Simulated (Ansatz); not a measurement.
**1T (CdI2-type) MgI₂**

Computed with revPBE in Ansatz (plane waves, PAW).

Settings: plane-wave cutoff 520 eV, 12×12×6 k mesh (along the axes of the cell as run), Fermi–Dirac smearing 0.01 eV, scalar-relativistic PAW data made under PBE.

Cell (relaxed at this level):

```cif
data_I2Mg
_chemical_formula_sum 'Mg1 I2'
_space_group_name_H-M_alt 'P 1'
_space_group_IT_number 1
_cell_length_a 4.26703
_cell_length_b 4.26703
_cell_length_c 9.36679
_cell_angle_alpha 90.000
_cell_angle_beta 90.000
_cell_angle_gamma 120.000
loop_
_space_group_symop_operation_xyz
  'x, y, z'
loop_
_atom_site_label
_atom_site_type_symbol
_atom_site_fract_x
_atom_site_fract_y
_atom_site_fract_z
_atom_site_occupancy
Mg1 Mg 0.00000 0.00000 0.00000 1
I1 I 0.33333 0.66667 0.17903 1
I2 I 0.66667 0.33333 0.82097 1
```

For 1T (CdI2-type) MgI₂, the band gap is 3.75 eV and the smallest direct gap on the k points sampled is 3.88 eV.

Note: for a layered or molecular solid the relaxed cell lies over 5 % above the published volume, where the minimum can be shallow; the cell comes from a level without a dispersion term, which matters for the spacing of layers, chains or molecules.

Spin–orbit coupling is not included; with these elements it can move the gap by several tenths of an eV or more.

Computed values are for the static lattice.

Ansatz is a first-principles code.
